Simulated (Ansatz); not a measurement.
# BP (model structure, started from the GeS type, Pnma, No. 62, 8 atoms in the cell): smallest direct gap on the k points sampled by level of theory

No measured value is used here.

```csv
level (code),value (eV),cell (Å³/atom)
LDA (Ansatz),1.05,13.20
PBEsol (Ansatz),1.03,13.48
r²SCAN (Ansatz),1.21,13.58
r²SCAN+rVV10 (Ansatz),1.21,13.52
```

At these levels the smallest gap is indirect and lower: LDA 0.62, PBEsol 0.59, r²SCAN 0.80, r²SCAN+rVV10 0.77 eV. Computed values are for a static lattice.  Each level is taken at its own relaxed cell. Cutoffs differ between the levels. Ansatz's density-functional and Hartree–Fock values are scalar-relativistic unless marked +SOC, with PAW data made under PBE.

A model structure was made by putting elements into a prototype or built by hand; it is no filed structure, need not be a known phase, and can be a saddle point held by its symmetry.

Ansatz is a quantum-chemistry and plane-wave program.
